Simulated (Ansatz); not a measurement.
Consider ZnO in the wurtzite structure (space group P6_3mc, No. 186; a = 3.2352 Å, c = 5.2114 Å).

Calculations: Kohn–Sham DFT with the r2SCAN functional, run in Ansatz (a quantum-chemistry and plane-wave program) with PAW and 500 eV plane waves, spin-orbit coupling left out.

Its conduction minimum is a single valley at Γ with mass 0.19 mₑ.

The change: 0.472 electrons added to each cell, a density of 1.0×10^22 cm⁻³, with a uniform compensating background at fixed cell and a 300 K Fermi–Dirac width.

**Question.** Where would a parabolic band put the Fermi level, and where does the calculation put it?

**Answer.** k_F = (3π²n)^(1/3) = 0.667 Å⁻¹, so ħ²k_F²/2m = 8.9 eV above the band edge at zero temperature. The calculation gives 3.20 eV (to 0.05 eV): the band is strongly non-parabolic or higher valleys fill at this density.

Charged cell with a jellium background: band edges are those of the host's band count, energies are not comparable with the neutral cell, and many-body gap narrowing is missing. The levels and masses belong to the bands next to the band gap. Effective masses come from finite differences of ±0.01 Å⁻¹. Stability against distortions was not tested.
